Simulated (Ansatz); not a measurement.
We consider Ga2S3 (Imm2, No. 44, 5 atoms in the cell; start mp-1224796; a measured phase of this formula has another space group), described by LDA (Ansatz, an electronic-structure program, PAW).

Run with plane-wave cutoff 520 eV, 12×12×12 k mesh, Fermi–Dirac smearing 0.01 eV, scalar-relativistic PAW data made under PBE.

Cell (relaxed at this level):

```cif
data_Ga4S6
_chemical_formula_sum 'Ga4 S6'
_space_group_name_H-M_alt 'Imm2'
_space_group_IT_number 44
_space_group_name_Hall 'I 2 -2'
_cell_length_a 3.61131
_cell_length_b 10.87183
_cell_length_c 5.19121
_cell_angle_alpha 90.000
_cell_angle_beta 90.000
_cell_angle_gamma 90.000
loop_
_atom_site_label
_atom_site_type_symbol
_atom_site_symmetry_multiplicity
_atom_site_Wyckoff_symbol
_atom_site_fract_x
_atom_site_fract_y
_atom_site_fract_z
_atom_site_occupancy
Ga1 Ga 4 d 0.00000 0.15904 0.00827 1
S1 S 4 d 0.00000 0.34058 0.23292 1
S2 S 2 a 0.00000 0.00000 0.26763 1
```
(The calculation used a cell of 5 atoms; values per cell refer to that cell.)

Task: What does this level give for the band gap and bulk modulus B0?

Result: 
- band gap = 1.37 eV (on the SCF k mesh)
- bulk modulus B0 = 40.1 GPa

Note: the relaxation could not lower the start's symmetry, so the cell can be a saddle point above a distorted one; the bulk modulus is −V dP/dV from two relaxed cells at ±2 % in volume.

Spin–orbit coupling is not included.

Computed values are for the static lattice.

Cost on a shared machine: roughly 13 core-minutes.

A start named mp-… is a Materials Project structure, which need not be a measured phase.
